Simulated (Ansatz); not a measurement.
# metastable 2H silicon carbide: the defect N on the C site (N_C)

Computed with PBE, PAW (plane waves to 420 eV; Ansatz, an electronic-structure program). The supercell holds 96 host sites (3×2×2 repeats of the unit cell), with a 2×2×2 shifted k-point sampling for the final energies. Site at the start: the C site. Energies of charged states are corrected for periodic images (point charge plus alignment at distant sites). Dielectric constants: PBE linear response of the host. Host gap at this level: 2.31 eV. Finite-size and sampling errors can reach tenths of an eV here. Levels are measured in PBE's own, too narrow, gap. Spin–orbit coupling is left out. Each state is the lowest found from its start.

Formation energies E_f are given with the Fermi level at the valence-band maximum. Chemical conditions: C-rich (Δμ(C) = 0.00 eV, Δμ(N) = -1.56 eV, bounded by beta Si3N4; only phases computed here count, gases as isolated molecules at 0 K); Si-rich (Δμ(C) = -0.40 eV, Δμ(N) = -1.86 eV, bounded by beta Si3N4; only phases computed here count, gases as isolated molecules at 0 K). Reference phases: C: graphite, N: N2 molecule in a box.

```
charge         moment (μB)  largest move off a lattice site (Å)  image correction with alignment (eV)  E_f, C-rich (eV)  E_f, Si-rich (eV)
------  ------------------  -----------------------------------  ------------------------------------  ----------------  -----------------
+1      not spin-polarised                                 0.03                                  0.18             -0.42              -0.52
0*                     1.0                                 0.03                                     –                 –                  –
−1*     not spin-polarised                                 0.10                                     –                 –                  –
```

* At this level the carrier isn't localised at the defect: at charge 0 electrons occupy the conduction band; at charge −1 electrons occupy the conduction band. Such a state is shallow or no state of the defect, and this cell gives it no level.

Flagged in the runs: a host whose relaxation on this sampling wasn't shown to rest.
